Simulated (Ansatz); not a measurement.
The starting structures come from a database of crystals and need not be the phases stable at ambient conditions.

Evanescent states of MgGeAs2 (I-42d, chalcopyrite, not sure to be the ambient phase, 8 atoms a cell, 24.6 Å³ an atom) along the normal of (100)

Calculation: r2SCAN (plane waves, PAW; Ansatz, a quantum-chemistry and plane-wave program).

The gap is the functional's own. No spin-orbit coupling. Mid-gap values are interpolated on the energy grid.

Energies count from the valence-band top; κ is the least over a 6×4 mesh across the current.

| E (eV) | κ (1/Å) | where |
|---|---|---|
| 0.04 | 0.067 | Γ |
| 0.12 | 0.084 | Γ |
| 0.20 | 0.090 | Γ |
| 0.28 | [?] | Γ |
| 0.36 | [?] | Γ |
| 0.44 | [?] | Γ |
| 0.52 | [?] | Γ |
| 0.60 | [?] | Γ |
| 0.68 | [?] | Γ |
| 0.76 | [?] | Γ |
| 0.84 | [?] | Γ |
| 0.92 | [?] | Γ |
| 1.00 | 0.072 | Γ |
| 1.08 | 0.059 | Γ |
| 1.16 | 0.040 | Γ |

Question: Fill in the missing entries.

Answer: 
- 0.28, κ (1/Å): 0.094
- 0.36, κ (1/Å): 0.097
- 0.44, κ (1/Å): 0.099
- 0.52, κ (1/Å): 0.099
- 0.60, κ (1/Å): 0.098
- 0.68, κ (1/Å): 0.096
- 0.76, κ (1/Å): 0.093
- 0.84, κ (1/Å): 0.088
- 0.92, κ (1/Å): 0.081
